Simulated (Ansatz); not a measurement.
**Effect of uniaxial stress, 1 GPa tension along z on CdTe**

Base system: CdTe in the zinc blende structure (space group F-43m, No. 216; a = 6.558 Å). Axes: x, y, z lie along the cube axes.

Perturbation: uniaxial stress, 1 GPa tension along z; all other stress components relax to zero.

Level of theory: Ansatz (a first-principles code) r2SCAN, spin-orbit coupling left out. Settings: 9×9×9 k-points, 0.05 eV Fermi–Dirac smearing.

The space group goes from F-43m (No. 216) to I-4m2 (No. 119) and the shortest interatomic distance goes up by 0.0088 Å, from 2.840 Å to 2.848 Å. The energy increases by 3.9 meV/atom and the band gap shrinks by 0.10 eV to 1.07 eV. The gap character remains direct at Γ and the electron mass changes from 0.090 mₑ (at Γ) to 0.088 mₑ (at Γ). The valence-band top at Γ (three highest levels, from the VBM) changes from 0.00, 0.00, 0.00 eV to 0.00, 0.00, -0.19 eV and the valley order (the lowest conduction-band minima on the path, energy above the VBM, named in the base's zone) becomes Γ 1.07 eV; L along [111] 2.11 eV (base: Γ 1.17 eV; L along ⟨111⟩ 2.20 eV). The strain response (xx, yy, zz) is (−1.47, −1.47, +3.78) %.

Final structure:

```
CELL_PARAMETERS angstrom
      0.00000     3.23062     3.40262
      3.23062     0.00000     3.40262
      3.23062     3.23062     0.00000
ATOMIC_POSITIONS crystal
  Te 0.75000 0.75000 0.75000
  Cd 0.00000 0.00000 0.00000
```

Spin-orbit coupling, missing from the scalar runs, can matter with Te. Masses are band curvatures over ±0.01 Å⁻¹ around the edge. Stability under load was not tested beyond the relaxation. Labels are those of the standard path for the cell's own space group.
